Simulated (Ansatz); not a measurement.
The reference is InPd3 in the Cu3Au type structure (space group Pm-3m, No. 221; a = 3.971 Å; a cell from a computed database, its experimental status unchecked; relaxed with 0.1 eV smearing). Axes: x, y, z lie along the cube axes.

All numbers come from PBEsol in Ansatz (plane waves to 420 eV, PAW, no spin-orbit coupling).

For the base:

```
Quantity                         Value
-----------------------------  -------
Shortest interatomic distance  2.808 Å
```

Perturbation: uniaxial stress, 2 GPa compression along x, with the cell and atoms free to relax against it.

Problem. What happens to the mean lateral Poisson ratio and shortest interatomic distance?

Solution. The mean lateral Poisson ratio comes out as 0.46; the shortest interatomic distance decreases by 0.0235 Å (2.808 Å → 2.784 Å).

Load acts through the strain it causes; cell and atoms are relaxed under it. Stability under load was not tested beyond the relaxation. All final runs are without spin polarisation.

Ansatz is a program for electronic structure.
